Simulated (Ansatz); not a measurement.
## Input and output of a self-consistent single point for BaCdSbF (P4/nmm, 8 atoms in the cell) (Ansatz)

Method of the run: LDA (PW92), default PAW files made with PBE (plane waves; Ansatz, a first-principles code).

Input:

Ansatz 0.2 input:
```yaml
# BaCdSbF
crystal:
  lattice:
    - [4.60946700, 0.00000000, 0.00000000]
    - [0.00000000, 4.60946700, 0.00000000]
    - [0.00000000, 0.00000000, 9.75732800]
  atoms:
    - { symbol: Ba, position: [0.00000000, 0.50000000, 0.64049000] }
    - { symbol: Ba, position: [0.50000000, 0.00000000, 0.35951000] }
    - { symbol: Cd, position: [0.50000000, 0.50000000, 0.00000000] }
    - { symbol: Cd, position: [0.00000000, 0.00000000, 0.00000000] }
    - { symbol: Sb, position: [0.00000000, 0.50000000, 0.18461000] }
    - { symbol: Sb, position: [0.50000000, 0.00000000, 0.81539000] }
    - { symbol: F, position: [0.50000000, 0.50000000, 0.50000000] }
    - { symbol: F, position: [0.00000000, 0.00000000, 0.50000000] }
basis:
  ecutwfc: 420.0
kpoints:
  mp_grid: { grid: [6, 6, 3] }
hamiltonian:
  xc: lda
  pseudopotentials: { kind: paw }
scf:
  occupations: { method: fermi_dirac, width: 0.02 }
output:
  forces: true
  eigenvalues: true
  stress: true
```

Output, abridged:

```
WARN ansatz: RAYON_NUM_THREADS=1 ignored (pool sized by the plan → 1); use --threads N
Pseudopotentials: kind: paw
Pseudopotential: Ba, paw, valence charge 10
Pseudopotential: Cd, paw, valence charge 20
Pseudopotential: Sb, paw, valence charge 15
Pseudopotential: F, paw, valence charge 7
Crystal: 8 atoms, lattice volume = 207.316 Å³
Basis set: ecut = 420 eV, 4089 PW (Γ)
Bands: 63, of which v1, the nominal top of the filled ones, is band 52 counted from 1 (51 counted from 0)
Symmetry: 16 space group operations
Space group: P4/nmm (ITA 129), of the structure as read, at distance tolerance 5.9e-5 Å
k-points: 20 of 108
PAW frozen core: Ba, regenerated for the run's functional, and the local potential with it
PAW frozen core: Cd, regenerated for the run's functional, and the local potential with it
PAW frozen core: Sb, regenerated for the run's functional, and the local potential with it
PAW frozen core: F, regenerated for the run's functional, and the local potential with it
Initial density: superposition of atomic densities (neutral atoms: chi_scale 0, normalization atom), corrected by the library's trained network
Initial wavefunctions: pseudopotential atomic-orbital guess
Eigensolver: davidson
Functional: x = slater, c = lda
SCF iter   1: F=—  HF=-42063.208984 eV  |F-HF|=—  |Δ(HF+E_count)|=         —  Δρ=1.04e-2  dr2=1.65e-1  ethr=1.77e-3  ⟨swp⟩=8.8  Hψ=5767  notcnv=0  defer=6
all-band conjugate gradients solve this SCF's bands
preconditioner: auto → Resta (q_TF=auto, 2.432 Å⁻¹)
SCF iter   2: F=—  HF=-42063.166329 eV  |F-HF|=—  |Δ(HF+E_count)|=   4.27e-2  Δρ=3.54e-3  dr2=1.11e-2  ethr=1.59e-4  ⟨swp⟩=2.4  Hψ=2621  notcnv=0  defer=112
SCF iter   3: F=—  HF=-42063.164389 eV  |F-HF|=—  |Δ(HF+E_count)|=   1.94e-3  Δρ=1.51e-3  dr2=3.09e-3  ethr=1.07e-5  ⟨swp⟩=2.0  Hψ=1987  notcnv=0  defer=112
SCF iter   4: F=—  HF=-42063.164031 eV  |F-HF|=—  |Δ(HF+E_count)|=   3.58e-4  Δρ=3.63e-4  dr2=2.25e-4  ethr=2.97e-6  ⟨swp⟩=2.0  Hψ=2015  notcnv=0  defer=112
SCF iter   5: F=—  HF=-42063.164048 eV  |F-HF|=—  |Δ(HF+E_count)|=   1.65e-5  Δρ=9.06e-5  dr2=1.76e-5  ethr=2.17e-7  ⟨swp⟩=2.0  Hψ=1653  notcnv=0  defer=112
SCF iter   6: F=—  HF=-42063.164201 eV  |F-HF|=—  |Δ(HF+E_count)|=   1.54e-4  Δρ=2.98e-5  dr2=1.69e-6  ethr=1.69e-8  ⟨swp⟩=2.0  Hψ=2174  notcnv=0  defer=112
SCF iter   7: F=-42063.164201 eV  HF=-42063.164201 eV  |F-HF|=5.54e-9  |Δ(HF+E_count)|=   1.27e-7  Δρ=5.73e-6  dr2=9.04e-8  ethr=9.62e-11  ⟨swp⟩=11.3  Hψ=7597  notcnv=0
SCF 1 converged in 7 iterations: F = -42063.164201 eV  dr2 = 9.04e-8
SCF converged after 7 iterations
Free energy (F): -42063.164201 eV
Harris-Foulkes:  -42063.164201 eV  (|F-HF|=5.54e-9)
Internal energy: -42063.163989 eV  (E = F + TS)
E sigma→0 (E₀):  -42063.164095 eV
Entropy (-TS):   -0.000213 eV (-0.027 meV/atom)
Fermi energy:    9.656508 eV
--- Per-component energies (eV) ---
  E_band       = -1412.445825
  E_kinetic    = 2175.416866
  E_local      = -14618.008182  (includes V_loc(G=0)·N_el)
  E_nonlocal   = 1085.274150
  E_hartree    = 6672.566869
  E_xc         = -1118.774280
  E_vxc        = -1114.054028  (∫ρ·V_xc dr)
  E_paw        = -27238.690708  (= ΣΔE_a)
  E_vpaw       = -2286.207565  (= ΣTr[D̂ρ^β])
  E_aug_tail   = 0.004048  (compensation charges beyond the density's cutoff)
  E_ewald      = -9024.395070
  E_core_change = 3.442319  (= ΣΔE_core)
  E_smearing   = -0.000213  (= −TS)
  E_closure    = 0.000000  (closes the sum)
  Σ components = -42063.164201   (vs F -42063.164201, Δ=0.00e0)
--- Forces (eV/Å), atoms counted from 1 ---
  atom   1  Ba     0.00000000     0.00000000    -0.20555469
  atom   2  Ba     0.00000000     0.00000000     0.20555469
  atom   3  Cd     0.00000000     0.00000000     0.00000000
  atom   4  Cd     0.00000000     0.00000000     0.00000000
  atom   5  Sb     0.00000000     0.00000000    -0.08284679
  atom   6  Sb     0.00000000     0.00000000     0.08284679
  atom   7  F      0.00000000     0.00000000     0.00000000
  atom   8  F      0.00000000     0.00000000     0.00000000
  max |Σ_I F_I| component: 5.55e-17 eV/Å
--- Stress (GPa, compression-positive) ---
       -3.799746       0.000000       0.000000
        0.000000      -3.799746       0.000000
        0.000000       0.000000      -3.201382
  P = ⅓ Tr σ = -3.6003 GPa (-36.003 kbar)
  The stress holds the Pulay correction. Without it, at fixed plane waves, as pw.x and ABINIT print it: P = -3.7782 GPa
--- Band table (eV; the first three rows and the last of 20) ---
  k-point 0: bands = ["-92.9951", "-92.9942", "-54.1401", "-54.1401", "-54.1300", "-54.1300", "-54.1206", "-54.1190", "-18.5902", "-18.5902", "-18.5899", "-18.5899", "-18.5815", "-18.5815", "-18.5761", "-18.5754", "-18.5714", "-18.5710", "-18.4747", [...]
  k-point 1: bands = ["-92.9951", "-92.9942", "-54.1401", "-54.1401", "-54.1300", "-54.1300", "-54.1206", "-54.1190", "-18.5902", "-18.5902", "-18.5899", "-18.5899", "-18.5815", "-18.5814", "-18.5761", "-18.5754", "-18.5714", "-18.5710", "-18.4746", [...]
  k-point 2: bands = ["-92.9950", "-92.9942", "-54.1394", "-54.1394", "-54.1307", "-54.1307", "-54.1205", "-54.1191", "-18.5916", "-18.5911", "-18.5902", "-18.5899", "-18.5812", "-18.5810", "-18.5757", "-18.5751", "-18.5715", "-18.5712", "-18.4550", [...]
  k-point 19: bands = ["-92.9946", "-92.9946", "-54.1409", "-54.1409", "-54.1293", "-54.1293", "-54.1198", "-54.1198", "-18.5912", "-18.5912", "-18.5900", "-18.5900", "-18.5797", "-18.5797", "-18.5783", "-18.5783", "-18.5727", "-18.5727", [...]
```

The run converged in 7 iterations.

The starting cell comes from a database of computed structures (which also holds hypothetical and non-ambient phases and stackings), without a prior relaxation at this level. Its lattice was rescaled by up to half a per cent. Spin-orbit coupling is off. With a pressure of about -4 GPa the cell is away from its equilibrium volume at this level. Ansatz's pressure includes its estimate of the finite-basis (Pulay) stress.
